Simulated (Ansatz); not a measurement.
**How the lattice parameter c of BeAl (model structure, started from the CuAu type, P4/mmm, No. 123, 2 atoms in the cell) moves with the method**

No measured value is used here.

```json
[
 {"level (code)": "PBE (Ansatz)", "value (Å)": "3.580"},
 {"level (code)": "PBEsol (Ansatz)", "value (Å)": "3.562"},
 {"level (code)": "r²SCAN (Ansatz)", "value (Å)": "?"}
]
```

Some entries are withheld; supply them.


- r²SCAN (Ansatz, a quantum-chemistry and plane-wave program), value (Å): 3.547

Cutoffs differ between the levels. Ansatz's density-functional and Hartree–Fock values are scalar-relativistic unless marked +SOC, with PAW data made under PBE.

A model structure was made by putting elements into a prototype or built by hand; it is no filed structure, need not be a known phase, and can be a saddle point held by its symmetry.
